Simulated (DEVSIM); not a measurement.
Device: abrupt Si p-n junction, at 300 K.

| layer (left to right) | material | thickness (μm) | Nd (cm⁻³) | Na (cm⁻³) | τn (s) | τp (s) |
|---|---|---|---|---|---|---|
| 1 | Si | 1.20 | - | 3.4e16 | 9.2e-5 | 9.2e-5 |
| 2 | Si | 0.970 | 1.2e15 | - | 9.2e-5 | 9.2e-5 |

Left contact: ohmic. Right contact: ohmic. Voltage is applied to the left contact. Recombination: SRH at mid-gap, Auger. Gap narrowing is on: ΔEg = 6.92 meV × (l + √(l² + 0.5)), l = ln(N/1.3e17 cm⁻³), shared equally by both band edges. Mobility is μmin + (μ − μmin)/(1 + (N/Nref)^α).

Constants are typed, rounded textbook-type inputs, not results; the design itself was drawn at random and stands for no fabricated device. Values at 300 K.

| parameter | Si |
|---|---|
| gap (eV) | 1.124 |
| affinity (eV) | 4.05 |
| permittivity | 11.7 |
| Nc (cm⁻³) | 2.86e19 |
| Nv (cm⁻³) | 3.1e19 |
| μn (cm²/Vs) | 1417 |
| μp (cm²/Vs) | 470 |
| μn,min | 52 |
| μp,min | 45 |
| Nref,n | 9.7e16 |
| Nref,p | 2.2e17 |
| αn | 0.68 |
| αp | 0.72 |
| Cn (cm⁶/s) | 2.8e-31 |
| Cp (cm⁶/s) | 9.9e-32 |

DEVSIM, 1D drift-diffusion, Boltzmann statistics, complete ionisation; no tunnelling, impact ionisation, image-force lowering or self-heating.

Task: Give the dark forward current.

Result: 
```
V (V)  J (A/cm²)
-----  ---------
0.05      5.1e-8
0.10      3.6e-7
0.15      2.3e-6
0.20      1.4e-5
0.25      8.7e-5
0.30     0.00054
0.35      0.0033
0.40       0.021
0.45        0.13
0.50        0.77
0.55         4.4
0.60          21
0.65          79
0.70         230
0.75         550
0.80        1100
0.85        1800
0.90        2600
```
